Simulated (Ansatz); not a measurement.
Cubic perovskite CsSrF₃ was calculated with HSE06 in Ansatz (PAW).

Input file:

Ansatz 0.2 input:
```yaml
crystal:
  lattice:
    - [4.8669569618, 0.0, 0.0]
    - [0.0, 4.8669569618, 0.0]
    - [0.0, 0.0, 4.8669569618]
  atoms:
    - { symbol: Cs, position: [0.0, 0.0, 0.0] }
    - { symbol: Sr, position: [0.5, 0.5, 0.5] }
    - { symbol: F, position: [0.5, 0.0, 0.5] }
    - { symbol: F, position: [0.0, 0.5, 0.5] }
    - { symbol: F, position: [0.5, 0.5, 0.0] }
basis:
  ecutwfc: 460
  ecutrho_ratio: 4
  xc_grid: 2
kpoints:
  mp_grid: { grid: [6, 6, 6] }
hamiltonian:
  xc: hse06
  dispersion: none
  pseudopotentials: { kind: paw }
scf:
  occupations: { method: fermi_dirac, width: 0.01 }
  convergence: { dr2_threshold: 0.0000000005 }
output:
  forces: true
  stress: true
  eigenvalues: true
```

Output (set-up and result lines):

```
WARN output.stress: scf.exx.energy_threshold = 1e-6 eV is looser than the 5e-8 eV advised for a stress under a hybrid functional (1e-8 eV for each atom of the …
Crystal: 5 atoms, lattice volume = 115.285 Å³
Basis set: ecut = 460 eV, 2553 PW (Γ), exchange–correlation on 72×72×72 points (8 copies of the dense FFT grid, shifted against one another)
Bands: 25, of which v1, the nominal top of the filled ones, is band 20 counted from 1 (19 counted from 0)
Symmetry: 48 space group operations
Space group: Pm-3m (ITA 221), of the structure as read, at distance tolerance 4.9e-5 Å
k-points: 20 of 216
SCF iter   1: F=—  HF=-11648.822045 eV  |F-HF|=—  |Δ(HF+E_count)|=         —  Δρ=1.08e-3  dr2=9.12e-4
SCF iter   2: F=-11648.822486 eV  HF=-11648.822638 eV  |F-HF|=1.52e-4  |Δ(HF+E_count)|=   5.93e-4  Δρ=7.37e-4  dr2=3.82e-4
Crystal: 5 atoms, lattice volume = 115.285 Å³
Initial density: handed on by an earlier stage of this run
  ...
Crystal: 5 atoms, lattice volume = 115.285 Å³
SCF iter   5: F=—  HF=-11655.818032 eV  |F-HF|=—  |Δ(HF+E_count)|=   2.68e-8  Δρ=2.68e-6  dr2=5.56e-9
SCF iter   6: F=-11655.818032 eV  HF=-11655.818032 eV  |F-HF|=6.18e-11  |Δ(HF+E_count)|=   1.77e-9  Δρ=3.26e-7  dr2=7.88e-11
SCF 3 converged in 6 iterations: F = -11655.818032 eV  dr2 = 7.88e-11
Free energy (F): -11655.818032 eV
Internal energy: -11655.818032 eV  (E = F + TS)
E sigma→0 (E₀):  -11655.818032 eV
Fermi energy:    4.152903 eV
--- Forces (eV/Å), atoms counted from 1 ---
  atom   1  Cs    -0.00000000     0.00000000     0.00000000
  atom   2  Sr     0.00000000    -0.00000000     0.00000000
  atom   3  F      0.00000000    -0.00000000     0.00000000
  atom   4  F      0.00000000     0.00000000     0.00000000
  atom   5  F      0.00000000    -0.00000000     0.00000000
--- Stress (GPa, compression-positive) ---
       -1.795302      -0.000000       0.000000
       -0.000000      -1.795302       0.000000
        0.000000       0.000000      -1.795302
  P = ⅓ Tr σ = -1.7953 GPa (-17.953 kbar)
```

The cell is one volume of an energy–volume scan, off the minimum.

The PAW data were made under PBE.

Computing time: around 3 core-minutes (rough).

Ansatz is an electronic-structure program.
